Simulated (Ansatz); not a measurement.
LaTiO2N (Imma, No. 74, 10 atoms in the cell; start mp-1222753) was calculated with r²SCAN (plane waves, PAW; Ansatz, a quantum-chemistry and plane-wave program).

Settings: plane-wave cutoff 560 eV, 8×8×8 k mesh, Fermi–Dirac smearing 0.01 eV, no spin polarisation, scalar-relativistic PAW data made under PBE.

Cell (relaxed at this level):

```
CELL_PARAMETERS angstrom
     -2.75935     3.97613     2.78564
      2.75935    -3.97613     2.78564
      2.75935     3.97613    -2.78564
ATOMIC_POSITIONS crystal
  La 0.75123 0.00123 0.75000
  La 0.24877 0.99877 0.25000
  Ti 0.50000 0.50000 0.00000
  Ti 0.00000 0.50000 0.50000
  N  0.31402 0.56402 0.75000
  N  0.68598 0.43598 0.25000
  O  0.21653 0.50000 0.21653
  O  0.78347 0.50000 0.78347
  O  0.78347 0.00000 0.28347
  O  0.21653 0.00000 0.71653
```

### Question
Predict the band gap.

### Answer

- band gap = 1.27 eV

Spin–orbit coupling is not included.

The computed numbers hold no vibrational or temperature effects.

It cost roughly 2.4 core-minutes of CPU time.

A start named mp-… is a Materials Project structure, which need not be a measured phase.
